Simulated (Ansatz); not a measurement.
TiO₂ (P2₁/c, No. 14, 12 atoms in the cell; start mp-430; high-pressure phase), treated with dielectric-dependent PBEsol hybrid (Ansatz, a first-principles code, plane waves, PAW).

Input:

Ansatz 0.2 input:
```yaml
crystal:
  lattice:
    - [4.7808229692, 0.0, -0.0084079896]
    - [0.0, 4.8614637284, 0.0]
    - [-0.8658494813, 0.0, 4.9268947339]
  atoms:
    - { symbol: Ti, position: [0.2786449002, 0.4449793844, 0.7136188134] }
    - { symbol: Ti, position: [0.7213550998, 0.5550206156, 0.2863811866] }
    - { symbol: Ti, position: [0.7213550998, 0.9449793844, 0.7863811866] }
    - { symbol: Ti, position: [0.2786449002, 0.0550206156, 0.2136188134] }
    - { symbol: O, position: [0.4437482534, 0.7414157086, 0.9694267123] }
    - { symbol: O, position: [0.5562517466, 0.2585842914, 0.0305732877] }
    - { symbol: O, position: [0.5562517466, 0.2414157086, 0.5305732877] }
    - { symbol: O, position: [0.4437482534, 0.7585842914, 0.4694267123] }
    - { symbol: O, position: [0.0652130828, 0.3278809592, 0.3466717357] }
    - { symbol: O, position: [0.9347869172, 0.6721190408, 0.6533282643] }
    - { symbol: O, position: [0.9347869172, 0.8278809592, 0.1533282643] }
    - { symbol: O, position: [0.0652130828, 0.1721190408, 0.8466717357] }
  host: atoms
basis:
  ecutwfc: 460
  ecutrho_ratio: 4
  xc_grid: 2
kpoints:
  mp_grid: { grid: [6, 6, 4] }
hamiltonian:
  xc:
    exchange: pbesol
    correlation: pbesol
    exx: { coeff: inverse_dielectric }
  dispersion: none
  pseudopotentials: { azcp: { folder: ./paw }, kind: paw }
scf:
  occupations: { method: fermi_dirac, width: 0.01 }
  convergence: { dr2_threshold: 0.0000000012 }
output:
  forces: true
  stress: true
  eigenvalues: true
```

Q: How many irreducible k-points, plane waves at Γ does the program set up, and what pressure does the run end with?

A: 56 irreducible k-points, 2555 plane waves at Γ; P = -3.66 GPa, so the cell is stretched on average and its volume would shrink at this level.

The run printed, among other lines:

```
WARN output.stress: scf.exx.energy_threshold = 1e-6 eV is looser than the 1.2e-7 eV advised for a stress under a hybrid functional (1e-8 eV for each atom of …
Crystal: 12 atoms, lattice volume = 114.474 Å³
Basis set: ecut = 460 eV, 2555 PW (Γ), exchange–correlation on 72×72×72 points (8 copies of the dense FFT grid, shifted against one another)
Bands: 60, of which v1, the nominal top of the filled ones, is band 48 counted from 1 (47 counted from 0)
Symmetry: 4 space group operations
Space group: P21/c (ITA 14), of the structure as read, at distance tolerance 4.9e-5 Å
k-points: 56 of 144
Initial density: superposition of atomic densities (chi_scale 0.1, normalization cell, long waves kept (reshape's long-wave potential 0.02 eV rms))
SCF iter   1: F=—  HF=-14399.227887 eV  |F-HF|=—  |Δ(HF+E_count)|=         —  Δρ=5.33e-2  dr2=2.99e0
SCF iter   2: F=—  HF=-14399.102184 eV  |F-HF|=—  |Δ(HF+E_count)|=   1.26e-1  Δρ=2.53e-2  dr2=3.98e-1
  ...
Crystal: 12 atoms, lattice volume = 114.474 Å³
Initial density: handed on by an earlier stage of this run
Functional: x = 0.8690752437913017 pbesol(κ = 0.804, μ = 0.12345679012345678) + 0.13092475620869828 exact, c = pbesol(β = 0.046)
Crystal: 12 atoms, lattice volume = 114.474 Å³
SCF iter   6: F=—  HF=-14421.922016 eV  |F-HF|=—  |Δ(HF+E_count)|=   3.44e-8  Δρ=2.54e-6  dr2=7.87e-9
SCF iter   7: F=-14421.922016 eV  HF=-14421.922016 eV  |F-HF|=1.64e-11  |Δ(HF+E_count)|=   1.74e-9  Δρ=1.17e-7  dr2=6.36e-11
SCF 3 converged in 7 iterations: F = -14421.922016 eV  dr2 = 6.36e-11
Free energy (F): -14421.922016 eV
Internal energy: -14421.922016 eV  (E = F + TS)
E sigma→0 (E₀):  -14421.922016 eV
Fermi energy:    11.371160 eV
--- Forces (eV/Å), atoms counted from 1 ---
  atom   1  Ti    -0.13024933    -0.03200912    -0.05878913
  atom   2  Ti     0.13024933     0.03200912     0.05878913
  atom   3  Ti     0.13024933    -0.03200912     0.05878913
  atom   4  Ti    -0.13024933     0.03200912    -0.05878913
  atom   5  O      0.12141856    -0.02080544    -0.01972540
  atom   6  O     -0.12141856     0.02080544     0.01972540
  atom   7  O     -0.12141856    -0.02080544     0.01972540
  atom   8  O      0.12141856     0.02080544    -0.01972540
  atom   9  O      0.09012633    -0.02221819     0.06031203
  atom  10  O     -0.09012633     0.02221819    -0.06031203
  atom  11  O     -0.09012633    -0.02221819    -0.06031203
  atom  12  O      0.09012633     0.02221819     0.06031203
--- Stress (GPa, compression-positive) ---
       -3.733319       0.000000      -0.101264
        0.000000      -3.636294      -0.000000
       -0.101264      -0.000000      -3.614608
  P = ⅓ Tr σ = -3.6614 GPa (-36.614 kbar)
```

The PAW data were made under PBE.

Note: cell and atoms aren't relaxed at this level (largest force component 0.13 eV/Å, pressure -3.7 GPa).

A start named mp-… is a Materials Project structure, which need not be a measured phase.
